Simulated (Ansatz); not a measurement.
The starting structures come from a database of crystals and need not be the phases stable at ambient conditions.

```
CELL_PARAMETERS angstrom
      4.84693     0.00000     0.00000
      0.00000     4.98540     0.00000
      0.00000     0.00000     7.08994
ATOMIC_POSITIONS crystal
  Al 0.74785 0.96949 0.39040
  Al 0.25215 0.03051 0.60960
  Al 0.75215 0.46949 0.10960
  Al 0.24785 0.53051 0.89040
  Al 0.75215 0.03051 0.89040
  Al 0.24785 0.96949 0.10960
  Al 0.74785 0.53051 0.60960
  Al 0.25215 0.46949 0.39040
  O  0.89298 0.89802 0.65400
  O  0.10702 0.10198 0.34600
  O  0.60702 0.39802 0.84600
  O  0.39298 0.60198 0.15400
  O  0.60702 0.10198 0.15400
  O  0.39298 0.89802 0.84600
  O  0.89298 0.60198 0.34600
  O  0.10702 0.39802 0.65400
  O  0.95060 0.75000 0.00000
  O  0.04940 0.25000 0.00000
  O  0.54940 0.25000 0.50000
  O  0.45060 0.75000 0.50000
```

Space group of this cell: Pbcn. The cell is taken as given; by r2SCAN its mean pressure is -7.3 GPa.

Level of theory: r2SCAN (plane waves, PAW; Ansatz, a program for electronic structure).

The current runs along the normal of the first two printed vectors; no spin-orbit coupling. Scaled by the factor s: the length along the current (ions clamped). The meshes follow the cell: 6×6×6 and 6×6 across at s = 0.97, 6×6×4 and 6×6 across at s = 1.00, 6×6×4 and 6×6 across at s = 1.03.

| s | mean pressure (GPa) | slowest mid-gap decay constant κ (1/Å) |
|---|---|---|
| 0.97 | 0.1 | ? |
| 1.00 | -7.3 | 0.377 |
| 1.03 | -13.3 | 0.358 |

Take the slope of the slowest mid-gap decay constant κ against ln s from the two given rows, extrapolate to s = 0.97, and say what the run there gives.

Slope = (0.358 − 0.377) / ln 1.03 = -0.643 1/Å. The line gives 0.377 + (-0.643) × ln 0.97 = 0.397 1/Å. The run gives 0.397 1/Å, as the line does.
